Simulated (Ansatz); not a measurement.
Take Cd in the hcp (Mg type) structure (space group P6_3/mmc, No. 194; relaxed with 0.1 eV smearing) as the base.

```
CELL_PARAMETERS angstrom
      3.02943     0.00000     0.00000
     -1.51472     2.62357     0.00000
      0.00000     0.00000     5.75892
ATOMIC_POSITIONS crystal
  Cd 0.66667 0.33333 0.75000
  Cd 0.33333 0.66667 0.25000
```

The values are results of Ansatz (a program for electronic structure) PBE, scalar-relativistic without spin-orbit coupling, not measurements.

Strains are applied to the cell and any free atomic positions relax.

One change was made to it. Results:

```tsv
quantity	base	after
energy relative to the base (free energy F)	0 meV/atom	+6.9 meV/atom
pressure (mean of the normal stresses, compression positive)	0.0 GPa	2.3 GPa
```

Which of these changes matches the shifts?
(A) isotropic strain +3.00 %
(B) isotropic strain −1.50 %
(C) isotropic strain −2.50 %
(D) isotropic strain −1.00 %

B, isotropic strain −1.50 %. For comparison, the energy relative to the base in the other runs: isotropic strain −2.50 % gives +20 meV/atom; isotropic strain +3.00 % gives +21 meV/atom; isotropic strain −1.00 % gives +3.0 meV/atom.

Whether these cells are dynamically stable was not tested.
